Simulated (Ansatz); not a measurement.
Reference: InAs (F-43m), HSE06, rigid bands (plane waves, PAW, scalar-relativistic; Ansatz, an electronic-structure program); geometry: cell and atoms relaxed with PBEsol.

Space group F-43m (No. 216); a = b = c = 6.088 Å, α = β = γ = 90.00°

```tsv
atom	site	symmetry	x	y	z
In	4c	-43m	0.2500	0.2500	0.2500
As	4a	-43m	0.0000	0.0000	0.0000
```
(The calculation used a cell of 2 atoms; values per cell refer to that cell.)

band gap: 0.42 eV
electron conductivity mass: 0.031 mₑ
Seebeck coefficient, n-type 1e19 cm⁻³: -31 μV/K

Question: Replace As by P on the same sites and relax. What happens?

Answer: InP (F-43m): volume per atom 28.2 to 25.4 Å³; band gap rises (0.42 eV to 1.45 eV); electron conductivity mass rises (0.031 mₑ to 0.095 mₑ); Seebeck coefficient, n-type 1e19 cm⁻³ rises in size (-31 μV/K to -61 μV/K).

Question: Replace In by Al on the same sites and relax. What happens?

Answer: AlAs (F-43m): volume per atom 28.2 to 22.8 Å³; band gap rises (0.42 eV to 2.09 eV); electron conductivity mass rises (0.031 mₑ to 0.32 mₑ); Seebeck coefficient, n-type 1e19 cm⁻³ rises in size (-31 μV/K to -260 μV/K).

Question: Replace In by Ga on the same sites and relax. What happens?

Answer: GaAs (F-43m): volume per atom 28.2 to 22.6 Å³; band gap rises (0.42 eV to 1.40 eV); electron conductivity mass rises (0.031 mₑ to 0.070 mₑ); Seebeck coefficient, n-type 1e19 cm⁻³ rises in size (-31 μV/K to -50 μV/K).

Moves up to 5 % count as about the same. Masses are for dilute carriers at 300 K, harmonic means over directions unless an axis is named. Seebeck coefficients are for the stated density at 300 K, with one relaxation time for all states and whether or not that doping can be reached. Spin-orbit coupling is left out.
